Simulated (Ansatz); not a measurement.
Start from MgSe in the rock salt structure (space group Fm-3m, No. 225; a = 5.4722 Å). Axes: x, y, z lie along the cube axes.

The values are results of r2SCAN (Ansatz, a quantum-chemistry and plane-wave program, PAW, without spin-orbit coupling), not measurements.

For the base:

| Property | Result |
|---|---|
| Band gap | 2.48 eV |

Now apply this change: a free-standing slab of 4 layers (8 atoms, 2 a layer) is cut normal to the z axis, with 15 Å of vacuum and the in-plane cell held at bulk.

### Question
How does this affect the gap character and band gap?

### Answer
The gap character amounts to indirect, Γ–X (29 % along) → M; the band gap grows by 0.22 eV to 2.70 eV.

Whether these cells are dynamically stable was not tested. Labels are those of the standard path for the cell's own space group.
